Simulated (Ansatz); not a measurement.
BeS in the wurtzite structure (space group P6_3mc, No. 186; a hypothetical phase, not in the database extracts checked)

Space group P6₃mc (No. 186); a = b = 3.4393 Å, c = 5.6672 Å, α = β = 90.00°, γ = 120.00°

| atom | site | symmetry | x | y | z |
|---|---|---|---|---|---|
| Be | 2b | 3m. | 0.3333 | 0.6667 | 0.4997 |
| S | 2b | 3m. | 0.3333 | 0.6667 | 0.1255 |

All numbers come from PBE (Ansatz, a first-principles code; PAW; 420 eV plane waves; no spin-orbit coupling). Settings: 11×11×6 k-points, 0.05 eV Fermi–Dirac smearing.

| Property | Value |
|---|---|
| Volume per atom | 14.51 Å³ |
| Density | 2.35 g/cm³ |
| Band gap | 3.71 eV, indirect, Γ → K |
| Electron mass | 0.30 mₑ along c, 0.51 mₑ across |
| Total energy | -498.476 eV/atom (σ→0; compares only within this code and set-up) |

Effective masses come from finite differences of ±0.01 Å⁻¹. Whether these cells are dynamically stable was not tested.
